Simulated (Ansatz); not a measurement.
## MgS under a change: tensor shear ε_xy = +0.57 %

Consider MgS in the rock salt structure (space group Fm-3m, No. 225; a = 5.129 Å). Axes: x, y, z lie along the cube axes.

It is then changed as follows: a pure shear with ε_xy = ε_yx = 0.0057; the atoms relax in the strained cell.

Calculations: LDA in Ansatz (plane waves to 420 eV, PAW, no SOC). Γ-centred 11×11×11 mesh, Fermi–Dirac width 0.05 eV.

| quantity | base | changed | shift |
|---|---|---|---|
| volume per atom | 16.87 Å³ | 16.87 Å³ | 0.00 Å³ |
| space group | Fm-3m (No. 225) | Immm (No. 71) | – |
| shortest interatomic distance | 2.565 Å | 2.565 Å | 0.000 Å |
| energy relative to the base (free energy F) | 0 meV/atom | +0.4 meV/atom | +0.4 meV/atom |
| pressure (mean of the normal stresses, compression positive) | 0.00 GPa | 0.00 GPa | 0.00 GPa |
| band gap | 2.65 eV | 2.59 eV | -0.06 eV |
| gap character | – | indirect, Γ → X | – |
| smallest direct gap | 3.83 eV | 3.77 eV | -0.06 eV |
| valence-band top at Γ (three highest levels, from the VBM) | 0.00, 0.00, 0.00 eV | 0.00, -0.06, -0.11 eV | – |
| stress (xx, yy, zz, yz, xz, xy; compression positive) | – | (0.00, 0.00, -0.01, 0.00, 0.00, -0.65) GPa | – |

Final structure:

```yaml
crystal:
  lattice:
    - [0.01462, 2.56462, 2.56462]
    - [2.56462, 0.01462, 2.56462]
    - [2.57923, 2.57923, 0.00000]
  atoms:
    - { symbol: Mg, position: [0.00000, 0.00000, 0.00000] }
    - { symbol: S, position: [0.50000, 0.50000, 0.50000] }
```

Whether these cells are dynamically stable was not tested. k-point labels follow each cell's own Brillouin zone.

Ansatz is a first-principles code.
